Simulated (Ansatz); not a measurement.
The parent structure is W$_{2}$C (space group P-3m1, No. 164; a = 3.0088 Å, c = 4.6230 Å).

The values are results of DFT with PBEsol-D3(BJ), PAW potentials and a 420 eV plane-wave cutoff in Ansatz (an electronic-structure program), spin-orbit coupling left out, not measurements.

Free-standing slabs (3 atom(s) a layer) normal to the stacking axis with 15 Å of vacuum; in-plane cell relaxed.

One change was made to it. Results:

| quantity | base | after |
|---|---|---|
| in-plane lattice parameter a | 3.009 Å | 2.976 Å |
| excess energy per area of both faces (slab less bulk energy over the cell's area: twice a surface energy) (uncertain by up to 0.1 J/m²) | – | 8.4 J/m² |
| shortest interatomic distance | 2.101 Å | 2.064 Å |

Q: What was done to the base?
A. 3 layers
B. 2 layers
C. 1 layer

A: B, 2 layers. For comparison, the in-plane lattice parameter a in the other runs: 3 layers gives 2.986 Å; 1 layer gives 2.832 Å.

Slab and bulk use different k-meshes, which limits the precision of the excess energy. Stability against distortions was not tested. The final runs are not spin-polarised.
